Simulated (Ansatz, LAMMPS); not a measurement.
Crystalline Ge, 1000 atoms, one frame of classical dynamics at 900 K, cell scaled from the potential's lattice parameter to the PBE one and held. Cell 28.80 × 28.80 × 28.80 Å, Ge1000, 1000 atoms. Prepared with Tersoff's 1989 multicomponent potential (SiCGe.tersoff) (LAMMPS): 30 ps at 900 K at fixed volume, last frame. The 60 atoms nearest one atom, with forces from PBE, support functions at accuracy medium on the grid of 370 eV (Ansatz, a program for electronic structure) on the whole cell:

| x (Å) | y | z | Fx (eV/Å) | Fy | Fz |
|---|---|---|---|---|---|
| 0.000 | 0.000 | 0.000 | -1.22 | -0.88 | -1.13 |
| 1.372 | 1.385 | 1.326 | -0.05 | 0.22 | 1.14 |
| -1.502 | -1.380 | 1.489 | 0.32 | 0.01 | 0.16 |
| 1.286 | -1.736 | -1.399 | -0.44 | 1.22 | -0.42 |
| -1.655 | 1.478 | -1.446 | 0.83 | -1.21 | 0.39 |
| 2.626 | -0.069 | -2.735 | 0.14 | -0.42 | -0.44 |
| 2.667 | -0.160 | 2.832 | 0.42 | 0.64 | 0.12 |
| -0.255 | 2.706 | 2.799 | 0.89 | 0.26 | -0.34 |
| -0.189 | 2.918 | -2.714 | 0.75 | -0.54 | 0.34 |
| 2.770 | 2.879 | -0.013 | 0.35 | -0.30 | 0.70 |
| -2.861 | 2.866 | 0.057 | -0.80 | -1.22 | 1.00 |
| -0.054 | -2.886 | 2.866 | 0.25 | 0.05 | 0.73 |
| 2.796 | -3.044 | -0.062 | 0.56 | 0.97 | 0.68 |
| -2.843 | -3.000 | 0.205 | -0.93 | 0.40 | 0.35 |
| -3.139 | -0.044 | -2.715 | 0.47 | -0.68 | -1.12 |
| -2.969 | -0.097 | 2.975 | -0.12 | 0.04 | 0.50 |
| -0.162 | -3.172 | -2.875 | -0.11 | 0.18 | 1.20 |
| 1.089 | 1.360 | -4.096 | 0.64 | -0.37 | -1.05 |
| 4.061 | 1.529 | -1.477 | 0.54 | -0.63 | -0.94 |
| 1.412 | 4.227 | -1.359 | -1.29 | 1.24 | -0.02 |
| 1.297 | -4.301 | 1.277 | 0.12 | -0.88 | 2.05 |
| 4.250 | -1.425 | 1.385 | -0.33 | 0.29 | -0.91 |
| -1.497 | -4.410 | -1.140 | 0.01 | -0.84 | -1.32 |
| -1.591 | 4.298 | 1.445 | 0.50 | 0.55 | 0.83 |
| -4.340 | -1.669 | -1.291 | -0.15 | -0.27 | -0.46 |
| -1.432 | 1.370 | 4.411 | -0.42 | -1.40 | 0.02 |
| -4.443 | 1.388 | 1.590 | 0.10 | -0.26 | -0.75 |
| -1.663 | -1.928 | -4.258 | -1.33 | 1.45 | 0.69 |
| 1.477 | -1.483 | 4.510 | -1.32 | -0.37 | -0.96 |
| -0.366 | -0.319 | -5.470 | 0.71 | 1.13 | -0.54 |
| 5.625 | 0.168 | -0.222 | -0.10 | -0.53 | 1.12 |
| -0.001 | 5.797 | 0.283 | 0.00 | -0.43 | -1.40 |
| -5.822 | -0.234 | -0.041 | -0.19 | 0.75 | 0.97 |
| -0.110 | -5.930 | 0.219 | -0.84 | 0.55 | -0.07 |
| -0.055 | -0.192 | 5.957 | 0.00 | 1.12 | -0.56 |
| 1.287 | 4.016 | 4.238 | 0.16 | 0.80 | 0.52 |
| -1.600 | 4.284 | -3.973 | -0.11 | 0.48 | -2.43 |
| 4.076 | 1.243 | 4.369 | 0.98 | -0.34 | -1.02 |
| 4.069 | -1.626 | -4.248 | -0.60 | 0.68 | -0.62 |
| -4.433 | 4.044 | -1.190 | -0.89 | 1.73 | -1.55 |
| 4.267 | 4.211 | 1.360 | -0.54 | 1.01 | 0.56 |
| 4.044 | -4.410 | -1.540 | -0.08 | -0.89 | -0.28 |
| 1.140 | -4.521 | -4.338 | 1.00 | 0.23 | -0.22 |
| -4.475 | 1.412 | -4.364 | -0.07 | -0.37 | 0.91 |
| -1.396 | -4.327 | 4.521 | 0.16 | -1.00 | -0.36 |
| -4.245 | -1.704 | 4.545 | -0.17 | 0.07 | -0.75 |
| -4.404 | -4.518 | 1.557 | 0.41 | -0.31 | 0.23 |
| 5.605 | 2.741 | 2.803 | -0.67 | -0.42 | 0.69 |
| 5.471 | -2.981 | -2.839 | 1.29 | -0.07 | -0.54 |
| 5.559 | -2.960 | 2.713 | -0.07 | -0.82 | 0.71 |
| 2.656 | 5.572 | -3.014 | 0.03 | 1.60 | 0.44 |
| 2.665 | 5.670 | 2.855 | 0.30 | -0.86 | -0.20 |
| 5.568 | 2.792 | -3.081 | -1.19 | 0.50 | 1.02 |
| -2.983 | 2.739 | 5.677 | -0.18 | 0.04 | 1.06 |
| 2.626 | 2.839 | -5.808 | -0.05 | -1.28 | 0.93 |
| -3.026 | 2.883 | -5.626 | 0.59 | 0.17 | 0.89 |
| 2.835 | 2.692 | 5.822 | -1.82 | -0.45 | -0.61 |
| 2.522 | -5.905 | -2.907 | 0.55 | 0.25 | 0.62 |
| -3.065 | -5.753 | -2.705 | 0.64 | 0.34 | -0.88 |
| -3.020 | 5.628 | 3.010 | -1.30 | -0.43 | -1.07 |
